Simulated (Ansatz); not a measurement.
Response to strain in GaP

Start from GaP in the zinc blende structure (space group F-43m, No. 216; a = 5.4517 Å). Axes: x, y, z lie along the cube axes.

Strains are applied to the cell and any free atomic positions relax.

Levels (all Ansatz, a program for electronic structure, PAW, earlier PAW set): r2SCAN (500 eV, without spin-orbit coupling); HSE06 (420 eV, no SOC); HSE06+SOC (420 eV, spin-orbit coupling included).

Band gaps by level, all at the geometries relaxed with r2SCAN:

| case | r2SCAN | HSE06 | HSE06+SOC |
|---|---|---|---|
| base | 1.85 eV | 2.26 eV | 2.23 eV |
| isotropic strain +3.49 % | 1.47 eV | 1.88 eV | 1.85 eV |
| uniaxial strain ε_xx = +0.28 % | 1.84 eV | 2.25 eV | 2.22 eV |
| uniaxial strain ε_zz = +3.92 % | 1.72 eV | 2.14 eV | 2.11 eV |
| strain tensor (xx, yy, zz, yz, xz, xy) = (−1.79, −1.00, +1.33, +1.34, +0.10, +0.93) % | 1.47 eV | 1.88 eV | – |

Single points use the geometry relaxed with r2SCAN. The hybrid gap comes from the SCF mesh plus the semilocal run's edge points and a few special points and is an upper bound. Differences between runs with and without spin-orbit coupling are approximate. No phonon test of stability was made.
